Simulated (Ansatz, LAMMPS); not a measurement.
## Si well of 20 atomic layers along [001] in random Si0.8Ge0.2, 5 % Ge through the well

Cell 16.58 × 16.58 × 60.43 Å, Si687Ge105, 792 atoms. Prepared with LAMMPS with Tersoff's 1989 multicomponent potential (SiCGe.tersoff): minimisation. 

That structure was relaxed on with Ansatz (a first-principles code) with PBE, support functions at accuracy medium on the grid of 370 eV. Basis: localised support functions (accuracy medium) on a full density matrix. k-points: zone centre alone; occupations: Fermi-Dirac, 0.010 eV; spin polarisation not allowed. No spin-orbit coupling.

**Question.** What does DFT change in the classical structure?

**Answer.** The energy falls by 0.2 meV an atom over 2 steps; atoms move by 0.008 Å root mean square, 0.02 Å at most.
```
quantity                   classical minimum  after DFT steps
-------------------------  -----------------  ---------------
4-fold atoms (%)                       100.0            100.0
spread of bond angles (°)                0.7              0.9
```
